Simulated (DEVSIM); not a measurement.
System: abrupt GaAs n-p junction, at 300 K.

Layer 1 from the left is GaAs, thickness (μm) 1.80, Nd (cm⁻³) 8.5e15, τn (s) 4e-10, τp (s) 1.2e-10. Layer 2 from the left is GaAs, thickness (μm) 20.0, Na (cm⁻³) 1.7e14, τn (s) 4e-10, τp (s) 4e-10.

Left contact: ohmic. Right contact: ohmic. Voltage is applied to the left contact. Recombination: SRH at mid-gap, Auger. Mobility is μmin + (μ − μmin)/(1 + (N/Nref)^α).

The device is made up for the run: typed textbook-type constants, with dimensions and the other settings drawn at random. Values at 300 K.

GaAs: gap (eV) 1.424, affinity (eV) 4.07, permittivity 12.9, Nc (cm⁻³) 4.7e17, Nv (cm⁻³) 9e18, μn (cm²/Vs) 8500, μp (cm²/Vs) 400, μn,min 500, μp,min 20, Nref,n 6e16, Nref,p 1.5e17, αn 0.39, αp 0.38, Cn (cm⁶/s) 1e-30, Cp (cm⁶/s) 1e-30.

DEVSIM, 1D drift-diffusion, Boltzmann statistics, complete ionisation; no tunnelling, impact ionisation, image-force lowering or self-heating.

Problem. What does the simulation give for the potential step across the device at zero bias, the largest field in the device at zero bias, the dark forward voltage at 1 A/cm²?

Solution. potential step across the device at zero bias 1.039 V; largest field in the device at zero bias 7500 V/cm; dark forward voltage at 1 A/cm² 1.005 V.
